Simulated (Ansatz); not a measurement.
Given:

```
CELL_PARAMETERS angstrom
      3.09267     0.00000     0.00000
     -1.54633     2.67833     0.00000
      0.00000     0.00000     4.95779
ATOMIC_POSITIONS crystal
  Al 0.33333 0.66667 0.00013
  Al 0.66667 0.33333 0.50013
  N  0.33333 0.66667 0.38187
  N  0.66667 0.33333 0.88187
```

No spin polarisation.

All numbers come from PBE in Ansatz (plane waves to 420 eV, PAW, without spin-orbit coupling). Settings: 12×12×7 k-points, 0.05 eV Fermi–Dirac smearing.

### Question
Predict the space group, band gap and pressure.

### Answer
The space group comes out as P6_3mc (No. 186) and the band gap is 4.35 eV. The pressure (mean of the normal stresses, compression positive) is 7.52 GPa.

The cells carry an imposed strain or load. Whether these cells are dynamically stable was not tested. The cell was made from AlN in the wurtzite structure (space group P6_3mc, No. 186) by this change: isotropic strain −1.20 %.

Ansatz is a quantum-chemistry and plane-wave program.
